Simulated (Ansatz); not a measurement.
Functionals compared on NH3 on the 1x1 (110) surface of 3C silicon carbide (cut with top plane C + Si), one in a 2x2 cell, started at the site 'top Si', in Ansatz (plane waves, PAW). The structure was relaxed with PBE; the other rows are single points on it, each with its references at the same level. Cutoff 420 eV (500 eV for r2SCAN). HSE06 used the coarser mesh 3x2x1.

Host crystal: 3C silicon carbide, with a band gap (PBE, scalar-relativistic without spin-orbit coupling).

Slab: 52 atoms, 7.7 Å thick at the start under the adsorbate (thin: gaps and levels are the slab's own); k 3x3x1, smearing 0.01 eV, dipole-corrected; 24 atoms held, the rest relaxed; no symmetry held; no spin, no spin-orbit, no U, no dispersion correction. At the end it is bonded to Si. In PBE it is, or lies within 0.03 eV of, the lowest of the starts that converged. These notes are the PBE run's. Adsorption energies are against NH3(g). A negative adsorption energy means that the adsorbate is more stable on the surface than in its reference.

```csv
functional,adsorption energy (eV),rough cost of the single point
PBE,-1.90,–
RPBE,-1.57,around 3 core-minutes (rough)
r2SCAN,-2.11,around 6 core-minutes (rough)
HSE06,-2.03,roughly 80 core-minutes
```

Ansatz is a quantum-chemistry and plane-wave program.
